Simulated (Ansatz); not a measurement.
## A constructed model of the (111) surface of fcc Al, (√3x√3)R30° surface alloy, Ti on one Al site of the top plane (bottom of the slab: a bare face, its two planes held)

Computed with PBE (plane waves to 420 eV, PAW; Ansatz, a first-principles code).

Set-up: 18 atoms, 11.7 Å thick at the start with caps and adatoms (thin: gaps and levels are the slab's own); mesh 9x9x1; 0.1 eV smearing; dipole correction on; 6 atoms held, the rest relaxed; start symmetry kept, larger cells not searched; no spin, no spin-orbit, no U. It is one candidate, not shown to be the stable structure of the face.

- work function of the top face = 3.79 eV
- energy released by relaxation = 0.12 eV
- cost = very roughly 120 core-seconds
